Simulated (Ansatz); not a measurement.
Start from IrO2 in the rutile structure (space group P4_2/mnm, No. 136; a = 4.472 Å, c = 3.154 Å).

Structures relaxed with PBEsol/PAW in Ansatz (an electronic-structure program), scalar-relativistic without spin-orbit coupling, earlier PAW set.

Base:

Simulated powder pattern, Cu Kα1, λ = 1.54056 Å (kinematic, ideal powder, no thermal factors, no anomalous dispersion; the 14 strongest lines at most, above 2 %, up to 2θ = 90°):

```tsv
2θ (°)	I/Imax (%)	hkl
28.20	100	(110)
34.78	98	(101)
40.30	29	(200)
54.27	69	(211)
58.31	15	(220)
58.48	8.3	(002)
66.01	17	(310)
66.17	19	(112)
69.72	19	(301)
73.42	11	(202)
83.73	17	(321)
87.10	4.6	(400)
87.25	10	(222)
```

After one change:

Simulated powder pattern, Cu Kα1, λ = 1.54056 Å (kinematic, ideal powder, no thermal factors, no anomalous dispersion; the 14 strongest lines at most, above 2 %, up to 2θ = 90°):

```
2θ (°)  I/Imax (%)
------  ----------
28.32          100
34.87           98
40.48           30
54.47           69
58.58           23
66.33           35
70.02           19
73.63           11
84.12           17
87.57           15
```

Which of these changes matches the shifts?
A) pressure 3 GPa
B) pressure 0.7 GPa
C) pressure 1.5 GPa
D) pressure 5 GPa

A, pressure 3 GPa. Its volume per atom is 10.41 Å³ against 10.51 Å³, and its space group is P4_2/mnm (No. 136).

Load acts through the strain it causes; cell and atoms are relaxed under it. No phonon test of stability was made. No other phases were tried under pressure. No Hubbard U is applied, and correlation can decide whether such a compound is a metal. All final runs are without spin polarisation.
